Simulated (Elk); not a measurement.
Input and output of a self-consistent single point for TaN (Fm-3m, 2 atoms in the cell) (Elk).

Level of theory: PBE, spin-orbit coupling in second variation, all-electron FP-LAPW, Elk's shipped species files, APW+lo basis with extra local orbitals in Elk.

```xyz
2
Lattice="0.0000 2.1753 2.1753 2.1753 0.0000 2.1753 2.1753 2.1753 0.0000" Properties=species:S:1:pos:R:3 pbc="T T T"
Ta     2.1753     2.1753     2.1753
N      0.0000     0.0000     0.0000
```

Reference input (self-consistent single point, DFT, PBE, all-electron FP-LAPW, Elk's shipped species files, APW+lo basis with extra local orbitals): xctype = 20; rgkmax = 7.5; stype = 0; swidth = 0.00734986 Ha; ngridk = 13 13 13; tforce = true; gmaxvr = 18 1/bohr; lmaxapw = 10; lmaxo = 8; nxlo = 2; lorbcnd = true; lradstp = 2. This run's input differs from it in these lines:

```diff
@@ -5,2 +5,5 @@
   20
+
+spinorb
+  .true.
 
@@ -36,2 +39,5 @@
 
+nempty
+  10
+
 stype
```

Output (repeated stretches shortened):

```
│ Self-consistent loop started │
│ Loop number : 1 │
 total energy                :     -15676.9004582
 total moment                :  -0.5236934273E-23  0.3198285207E-23  0.2493534637E-21
│ Loop number : 2 │
 total energy                :     -15677.4006283
 total moment                :  -0.2019184918E-22 -0.2244593007E-21 -0.1240058732E-21
RMS change in Kohn-Sham potential (target) :   0.6758313201     (  0.1000000000E-05)
Absolute change in total energy (target)   :   0.5001701222     (  0.1000000000E-03)
│ Loop number : 3 │
 total energy                :     -15677.0450424
   [... lines left out ...]
 total energy                :     -15680.9944287
 total moment                :  -0.2078950440E-22  0.1062911800E-21 -0.1953877081E-21
RMS change in Kohn-Sham potential (target) :   0.3900448636E-06 (  0.1000000000E-05)
Absolute change in total energy (target)   :   0.1451200824E-03 (  0.1000000000E-03)
│ Loop number : 16 │
 total energy                :     -15680.9944041
 total moment                :   0.2619834301E-21  0.1533437854E-21  0.1086674071E-21
RMS change in Kohn-Sham potential (target) :   0.6058575859E-07 (  0.1000000000E-05)
Absolute change in total energy (target)   :   0.6092144577E-04 (  0.1000000000E-03)
Convergence targets achieved

│ Loop number : 17 │

Energies :
 Fermi                       :     0.634924092706
 xc effective B-field        :    -0.138936287905E-07
 external B-field            :      0.00000000000
 total energy                :     -15680.9944029
 (external B-field energy excluded from total)

Density of states at Fermi energy :    17.42741326
 (states/Hartree/unit cell)

Estimated indirect band gap :   0.3035805933E-02
 from k-point     50 to k-point     37
Estimated direct band gap   :   0.1769209113E-01
 at k-point     16

Charges :
 core                        :    48.00000000
 valence                     :    32.00000000
 interstitial                :    2.960394317
 muffin-tins (core leakage)
  species :    1 (Ta)
   atom    1                 :    71.00482035     (  0.2317420716E-05)
  species :    2 (N)
   [... lines left out ...]
 total moment                :   0.5710265946E-22 -0.9009482288E-22  0.1145197708E-21
   [... lines left out ...]
   total force               :     0.00000000   -0.00000000   -0.00000000
   total magnitude           :     0.00000000
 species :    2 (N)
  atom :    1
   Hellmann-Feynman          :    -0.00000000    0.00000000    0.00000000
   IBS                       :     0.00000000   -0.00000000   -0.00000000
   total force               :    -0.00000000    0.00000000    0.00000000
   total magnitude           :     0.00000000
```

The run converged in 17 iterations. The count includes the last loop, which Elk runs after its targets are met. 

The starting cell comes from a database of computed structures (which also holds hypothetical and non-ambient phases and stackings), without a prior relaxation at this level. Its lattice was rescaled by a random factor within 2.5 % of one. Values depend on the basis (sphere radii, cutoffs, local orbitals), which need not be converged. The log's line on a gap gives a spacing of levels on this mesh, which the program prints for metals too.

Cost on one core of a shared machine: roughly 7 min.
